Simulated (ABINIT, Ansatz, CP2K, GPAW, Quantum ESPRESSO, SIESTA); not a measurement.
Code comparison for TiAl (P4/mmm, 2 atoms in the cell)

Self-consistent single point.

```yaml
crystal:
  lattice:
    - [2.77618, 0.00000, 0.00000]
    - [0.00000, 2.77618, 0.00000]
    - [0.00000, 0.00000, 4.01640]
  atoms:
    - { symbol: Ti, position: [0.50000, 0.50000, 0.50000] }
    - { symbol: Al, position: [0.00000, 0.00000, 0.00000] }
```

Shared settings, as Ansatz (a program for electronic structure) writes them: kpoints.mp_grid.grid = 12 12 8; scf.occupations.method = fermi_dirac; scf.occupations.width = 0.1 eV. Potentials and cutoffs stand in the table.

```
code                                                                                                                                      model  pressure (GPa)       cutoff
----------------  -----------------------------------------------------------------------------------------------------------------------------  --------------  -----------
CP2K                                                                 PBEsol, GPW, DZVP-MOLOPT-SR-GTH basis, GTH-PBE potentials (GTH_POTENTIALS)            3.54  grid 600 Ry
SIESTA            GGA PBEsol, numerical atomic orbitals TZP, PseudoDojo PBEsol standard norm-conserving potentials (rewritten from UPF to PSML)            2.58  grid 400 Ry
GPAW                                                                                      PBEsol, GPAW PAW datasets PBEsol (made by gpaw-setup)            2.77       800 eV
ABINIT                                                           PBEsol, norm-conserving pseudopotentials (PseudoDojo nc-sr-04 PBEsol standard)            2.41        84 Ry
Quantum ESPRESSO                                                                           PBEsol, SSSP 1.1.2 efficiency (PBE) pseudopotentials            2.62        50 Ry
Ansatz                                                                                                          PBEsol, PAW files made with PBE            2.41      default
```

On Ansatz's run: spin polarisation is off.

The spread over the programs that give each value: pressure within 1.13 GPa.

CP2K and SIESTA use small atom-centred bases, whose incompleteness enters pressures, forces and empty levels differently from a plane-wave cutoff. Ansatz's pressure is given at a fixed set of plane waves, as the other plane-wave codes print theirs; with its correction for the finite basis it is 2.44 GPa. In the pressure, CP2K (by 1.02) lies more than 1 GPa from the median of the plane-wave programs.

The starting cell comes from a database of computed structures (which also holds hypothetical and non-ambient phases and stackings), without a prior relaxation at this level. Its lattice was rescaled by a random factor within 2.5 % of one.

Left out of this page: Elk and FLEUR (not drawn, or without a comparable value).

Keys are those of Ansatz 0.2.
